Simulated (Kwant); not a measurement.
Device: wire with an antidot in a CdTe two-dimensional gas. Effective mass 0.096 mₑ, grid spacing 2 nm, hard walls, nominal width 48 nm (23 grid rows, so walls 48 nm apart), one parabolic valley, scattering region 120 nm long along x; energies count from the band bottom; Fermi energy 0.0433 eV. Hard-wall hole of radius 7.3 nm, 0 nm off the axis. Perpendicular field swept from 0 to 13 T, also in the leads; orbital effect alone.

The device is made up for the run: typed textbook-type constants, with dimensions and the other settings drawn at random.

Computed with Kwant: effective-mass tight-binding model on a square grid, one spin, coherent transport at 0 K. Conductance is in e²/h.

Density of the scattering states that come in from the left lead, at field = 6.5942 T, in bins, relative to the largest site value (x marks bins outside the device):

```
|12221001101121123432211000000000000000000000|
|23432112211342246654332211000000000000000000|
|12231113211332124432222221110000000000000111|
|21122112211221122222222222111111111111111111|
|43223321233223432345432222221111111111111111|
|54334421244224644687532111111110000000011111|
|55434420155215633795210001110000000000000000|
|24422431144214512671xxxx00000000000000000000|
|1452135213421552254xxxxxx0000000000000000000|
|1673147423533664353xxxxxx0011222111111111000|
|2783148523543675453xxxxxx0012222221111111111|
|2673146413432563353xxxxxx0001111111000001111|
|1552134213421451154xxxxxx0000000000000000000|
|24423442255215512671xxxx00000000000110000000|
|44445653477436643795210001111111222222211000|
|54346643577545653587431111111222233333221110|
|32234433344433432244322111111122222222221111|
|21222223322332222212222111111111111111111111|
|23443234423453245543322222222222222222222222|
|45665456644665469986543333333222333443332222|
|44554445544554468875433222222222233333322111|
|11111111111111122322111000000000011111100000|
```
Scale: ten equal steps from 0.010 (start of '0') to 0.967 (end of '9'), in the order '0123456789'; x runs from -56.7 to 56.7, y from -21.0 (bottom) to 21.0 (top).

The conductance there is 2.07 e²/h with 4 open channel(s) in the leads.
